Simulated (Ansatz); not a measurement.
Consider C in the diamond structure (space group Fd-3m, No. 227; a = 3.554 Å).

Levels (all Ansatz, a program for electronic structure, PAW): PBEsol (420 eV, scalar-relativistic without spin-orbit coupling); r2SCAN (500 eV, scalar-relativistic without spin-orbit coupling); HSE06 (420 eV, no spin-orbit coupling).

One geometry, relaxed with PBEsol, under each level:

Notes on the quantities. hole mass: degenerate bands, along [100].

```json
[
 {"level": "PBEsol", "band gap": "4.03 eV", "lowest conduction level above the VBM at special points": "X 4.63 eV; U 5.56 eV; K 5.56 eV; Γ 5.57 eV", "electron mass": "1.6 mₑ along k, 0.29 mₑ across (off the special points)", "hole mass": "0.29, 0.29, 0.52 mₑ (at Γ)", "pressure": "0.00 GPa"},
 {"level": "r2SCAN", "band gap": "4.38 eV", "lowest conduction level above the VBM at special points": "X 5.05 eV; U 6.02 eV; K 6.02 eV; Γ 5.91 eV", "electron mass": "1.6 mₑ along k, 0.27 mₑ across (off the special points)", "hole mass": "0.28, 0.28, 0.47 mₑ (at Γ)", "pressure": "2.49 GPa"},
 {"level": "HSE06", "band gap": "(withheld)", "lowest conduction level above the VBM at special points": "(withheld)", "electron mass": "–", "hole mass": "–", "pressure": "–"}
]
```

Task: Give the withheld HSE06 results.

Result: 
- HSE06, band gap: 5.31 eV
- HSE06, lowest conduction level above the VBM at special points: X 5.94 eV; U 6.93 eV; K 6.93 eV; Γ 7.01 eV

Single points use the geometry relaxed with PBEsol. Their cutoffs differ, which shifts pressures a little. HSE06 was sampled on its mesh, a few special points and the semilocal edge points, so its gap is an upper bound. Effective masses come from finite differences of ±0.01 Å⁻¹. Along k means along the line from Γ to the band edge. Stability against distortions was not tested.
